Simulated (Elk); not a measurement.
Band structure of Ir (Fm-3m, 1 atom in the cell).

```
Ir
1.0
    0.00000     1.95067     1.95067
    1.95067     0.00000     1.95067
    1.95067     1.95067     0.00000
Ir
1
Direct
  0.00000   0.00000   0.00000
```

Level of theory: PBE, all-electron FP-LAPW, Elk's shipped species files, APW+lo basis with extra local orbitals in Elk 10.2.4.

Settings: xctype = 20; rgkmax = 7.5; stype = 0; swidth = 0.00499791 Ha; ngridk = 14 14 14; gmaxvr = 14 1/bohr; nxlo = 2; lorbcnd = true; rmtscf = 0.87; lmaxi = 2; maxscl = 100.

The starting cell comes from a database of computed structures (which also holds hypothetical and non-ambient phases and stackings), without a prior relaxation at this level. Its lattice was rescaled by a random factor within 2.5 % of one. Spin-orbit coupling is off. Spin polarisation is off. Values depend on the basis (sphere radii, cutoffs, local orbitals), which need not be converged.

Levels in eV from the Fermi level, bands 11 to 18:
| point | 11 | 12 | 13 | 14 | 15 | 16 | 17 | 18 |
|---|---|---|---|---|---|---|---|---|
| Γ | -10.56 | -3.54 | -3.54 | -3.54 | -1.04 | -1.04 | 13.79 | 19.03 |
| X | -7.32 | -6.76 | 0.89 | 1.47 | 1.47 | 1.75 | 9.96 | 11.34 |
| W | -5.75 | -4.47 | -4.47 | -1.57 | 1.49 | 7.81 | 8.78 | 8.78 |
| K | -6.40 | -5.51 | -2.61 | -0.73 | 0.68 | 6.10 | 7.43 | 11.02 |
| L | -7.55 | -3.63 | -3.63 | -0.58 | 0.92 | 0.92 | 6.87 | 13.44 |
| U | -6.40 | -5.51 | -2.61 | -0.73 | 0.68 | 6.10 | 7.43 | 11.02 |

Bands cross the Fermi level along this path, so the cell is metallic at this level.
